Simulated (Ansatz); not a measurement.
Base system: SiC in the wurtzite structure (space group P6_3mc, No. 186; a = 3.056 Å, c = 5.016 Å). Axes: x lies along a and z along c of the hexagonal cell.

Method: Kohn–Sham DFT with the LDA functional, run in Ansatz (a quantum-chemistry and plane-wave program) with PAW and 420 eV plane waves, without spin-orbit coupling.

Strains are applied to the cell and any free atomic positions relax.

One change was made to it. Results:

The shortest interatomic distance increases by 0.0023 Å to 1.874 Å; the energy goes up by 0.6 meV/atom.

Which change produced these results?
A) uniaxial strain ε_xx = +3.00 %
B) uniaxial strain ε_xx = +2.40 %
C) uniaxial strain ε_xx = +1.20 %
D) uniaxial strain ε_xx = +0.60 %

D, uniaxial strain ε_xx = +0.60 %. For comparison, the energy relative to the base in the other runs: uniaxial strain ε_xx = +2.40 % gives +9.1 meV/atom; uniaxial strain ε_xx = +1.20 % gives +2.3 meV/atom; uniaxial strain ε_xx = +3.00 % gives +14 meV/atom.

No phonon test of stability was made.
